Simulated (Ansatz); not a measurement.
Take BaTiO3 (space group P4mm, No. 99; a = 3.973 Å, c = 4.112 Å) as the base.

The change: hydrostatic tension (pressure −1 GPa).

Levels (all Ansatz, a quantum-chemistry and plane-wave program, PAW, earlier PAW set): r2SCAN (500 eV, without spin-orbit coupling); HSE06 (420 eV, scalar-relativistic without spin-orbit coupling).

The geometry is relaxed with r2SCAN.

| Item | Result |
|---|---|
| r2SCAN band gap | 2.23 eV |

With HSE06 at the same geometry, the band gap increases by 1.08 eV, from 2.23 eV to 3.31 eV.

Single points use the geometry relaxed with r2SCAN. Their cutoffs differ, which shifts pressures a little. The hybrid gap comes from the SCF mesh plus the semilocal run's edge points and a few special points and is an upper bound. Load acts through the strain it causes; cell and atoms are relaxed under it. Whether these cells are dynamically stable was not tested. The final runs are not spin-polarised.
